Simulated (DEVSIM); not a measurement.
Device: Si p+/n-/n+ power diode, at 300 K.

```tsv
layer (left to right)	material	thickness (μm)	Nd (cm⁻³)	Na (cm⁻³)	τn (s)	τp (s)
1	Si	0.180	-	1.5e18	4.6e-7	4.6e-7
2	Si	5.20	1.3e14	-	4.6e-7	4.6e-7
3	Si	4.40	2.5e18	-	4.6e-7	4.6e-7
```

Left contact: ohmic. Right contact: ohmic. Voltage is applied to the left contact. Recombination: SRH at mid-gap. Mobility is μmin + (μ − μmin)/(1 + (N/Nref)^α).

This is a model device: material constants are rounded textbook-type values typed into the input, and sizes, dopings and lifetimes were drawn at random. Values at 300 K.

| parameter | Si |
|---|---|
| gap (eV) | 1.124 |
| affinity (eV) | 4.05 |
| permittivity | 11.7 |
| Nc (cm⁻³) | 2.86e19 |
| Nv (cm⁻³) | 3.1e19 |
| μn (cm²/Vs) | 1417 |
| μp (cm²/Vs) | 470 |
| μn,min | 52 |
| μp,min | 45 |
| Nref,n | 9.7e16 |
| Nref,p | 2.2e17 |
| αn | 0.68 |
| αp | 0.72 |

Model (solved in DEVSIM): 1D drift-diffusion, Boltzmann statistics, complete ionisation; no tunnelling, impact ionisation, image-force lowering or self-heating.

Task: Tabulate band edges, carrier densities and field at -100.0 V on the left contact.

Result: Energies count from the Fermi level of the right contact; mesh points crowd at the junctions.

```
x (μm)   Ec (eV)  Ev (eV)  n (cm⁻³)  p (cm⁻³)  field (V/cm)
-------  -------  -------  --------  --------  ------------
0.000    101.050   99.922     < 1e2    1.5e18           ≈ 0
0.03447  101.050   99.922     < 1e2    1.5e18           ≈ 0
0.09710  101.050   99.922     < 1e2    1.5e18           ≈ 0
0.1562   101.050   99.922     < 1e2    1.5e18          -590
0.1968   100.600   99.475     < 1e2    4.7e10       -200000
0.2640    99.262   98.138       290     64000       -200000
0.4300    95.962   94.838      1000     62000       -200000
1.156     81.599   80.475      4200     54000       -200000
2.780     49.850   48.726     11000     34000       -190000
4.369     19.303   18.179     18000     13000       -190000
5.012      7.083    5.960     21000      4700       -190000
5.297      1.700    0.576     23000       840       -190000
5.364      0.439   -0.685    1.2e12     < 1e2       -190000
5.392      0.064   -1.060    2.4e18     < 1e2         -3600
5.488      0.063   -1.061    2.5e18     < 1e2           ≈ 0
5.704      0.063   -1.061    2.5e18     < 1e2           ≈ 0
6.238      0.063   -1.061    2.5e18     < 1e2           ≈ 0
7.668      0.063   -1.061    2.5e18     < 1e2           ≈ 0
9.217      0.063   -1.061    2.5e18     < 1e2           ≈ 0
9.582      0.063   -1.061    2.5e18     < 1e2           ≈ 0
9.716      0.063   -1.061    2.5e18     < 1e2           ≈ 0
9.780      0.063   -1.061    2.5e18     < 1e2           ≈ 0
```
